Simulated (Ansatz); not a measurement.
Structures of equal composition on the (110) surface of bcc Nb: a layer of In in place of the second plane; a layer of In in place of the third plane. The slabs share one bottom face, and each structure is named by its start. These are constructed structures in small cells; real faces may alloy, dewet or reconstruct in larger ones, and not all known structures of the face are among them. Slabs of about 12 Å with all that they carry, Fermi-Dirac smearing of 0.1 eV. Bottom of the slabs: a bare face, its two planes held. Relaxed from the named starts with such symmetry as they have, on meshes of like density; energies extrapolated to zero smearing; no spin-orbit coupling, no U. Spin-polarised runs, if any, are marked in brackets, and their order is one that fits the cell; the others ran without spin.

Level of theory: PBE (plane waves to 420 eV, PAW; Ansatz, an electronic-structure program).

Q: Order them by energy per 1x1 cell (lowest first) at the level PBE.

A: a layer of In in place of the third plane (0.000 eV), a layer of In in place of the second plane (0.337 eV)
